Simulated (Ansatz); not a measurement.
**Hypothetical anatase SrBr2: response to strain**

Start from SrBr2 in the anatase structure (space group I4_1/amd, No. 141; a = 6.043 Å, c = 14.509 Å; a hypothetical phase, not in the database extracts checked). Axes: x, y, z lie along a, b, c of the conventional cell.

Strains are applied to the cell and any free atomic positions relax; under biaxial strain the out-of-plane vector relaxes too.

Levels (all Ansatz, a quantum-chemistry and plane-wave program, PAW): PBE (420 eV, spin-orbit coupling left out); PBEsol (420 eV, without spin-orbit coupling).

The base cell above is that of PBE; each level relaxes its own structures.

| case | band gap, PBE | band gap, PBEsol |
|---|---|---|
| biaxial strain −3.36 %, plane normal [001], relaxed out of plane | 4.72 eV | ___ |
| biaxial strain −1.04 %, plane normal [001], relaxed out of plane | 4.64 eV | 4.68 eV |
| biaxial strain +1.19 %, plane normal [001], relaxed out of plane | 4.55 eV | 4.58 eV |
| biaxial strain +1.23 %, plane normal [001], relaxed out of plane | 4.55 eV | ___ |
| isotropic strain +0.82 % | 4.55 eV | 4.59 eV |
| isotropic strain +2.32 % | 4.45 eV | 4.51 eV |
| isotropic strain +4.21 % | 4.33 eV | ___ |
| strain tensor (xx, yy, zz, yz, xz, xy) = (+0.48, +0.45, +0.22, +0.21, +0.24, +0.74) % | 4.57 eV | ___ |

Q: What belongs in the blanks?

A: 
- biaxial strain −3.36 %, plane normal [001], relaxed out of plane, band gap, PBEsol: 4.76 eV
- biaxial strain +1.23 %, plane normal [001], relaxed out of plane, band gap, PBEsol: 4.58 eV
- isotropic strain +4.21 %, band gap, PBEsol: 4.40 eV
- strain tensor (xx, yy, zz, yz, xz, xy) = (+0.48, +0.45, +0.22, +0.21, +0.24, +0.74) %, band gap, PBEsol: 4.61 eV

PBE lies below PBEsol in every row, by 0.03 eV to 0.07 eV. Near ties aside, they put the cases in the same order.

Gaps are Kohn–Sham eigenvalue differences; semilocal functionals usually give less than the measured gap. No phonon test of stability was made.
